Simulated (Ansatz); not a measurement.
Base system: TiAl (space group P4/mmm, No. 123; relaxed with 0.1 eV smearing).

```xyz
2
Lattice="2.7961 0.0000 0.0000 0.0000 2.7961 0.0000 0.0000 0.0000 4.0378" Properties=species:S:1:pos:R:3 pbc="T T T"
Al     1.3980     1.3980     2.0189
Ti     0.0000     0.0000     0.0000
```

Cartesian axes are those of the cell as printed.

All numbers come from plane-wave PAW DFT at the PBEsol level (Ansatz, a program for electronic structure, 420 eV), no spin-orbit coupling, earlier PAW set.

Base values:

- Pressure: 0.0 GPa
- Volume per atom: 15.78 Å³

Now apply this change: biaxial strain −0.82 %, plane normal [001], relaxed out of plane (Cartesian); in-plane vectors clamped, the third vector and the atoms free.

Q: How does this affect the pressure and volume per atom?

A: The pressure (mean of the normal stresses, compression positive) goes from zero to 1.0 GPa; the volume per atom decreases by 0.126 Å³ to 15.66 Å³.

Whether these cells are dynamically stable was not tested. All final runs are without spin polarisation.
